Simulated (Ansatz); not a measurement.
For Sb (P6₃/mmc, No. 194, 2 atoms in the cell; start COD 9013011; another form than the element's usual one), LDA (plane waves, PAW; Ansatz, a quantum-chemistry and plane-wave program) gives:

- lattice constant a = 3.301 Å
- c axis length = 5.439 Å
- bulk modulus B0 = 71.1 GPa
- cohesive energy = 3.41 eV/atom

Q: What does r²SCAN (Ansatz, plane waves, PAW) give for the same quantities?

A: 
- lattice constant a: 3.353 Å (rises by 1.6 %)
- lattice parameter c: 5.570 Å (goes up by 2.4 %)
- bulk modulus: 61.4 GPa (decreases by 14 %)
- cohesive energy: 2.12 eV/atom (shrinks by 1.29 eV/atom)

Changes are worked out from the printed values.

Unless a cell is named, each level is at its own relaxed cell (LDA 25.66, r²SCAN 27.12 Å³/atom).

Levels without +SOC leave out spin–orbit coupling, which shifts energies and cells of such heavy elements.

Caveats: the bulk modulus is −V dP/dV from two relaxed cells at ±2 % in volume (LDA, r²SCAN); the relaxation could not lower the start's symmetry, so the cell can be a saddle point above a distorted one (LDA, r²SCAN). Ansatz's density-functional and Hartree–Fock values are scalar-relativistic unless marked +SOC, with PAW data made under PBE.
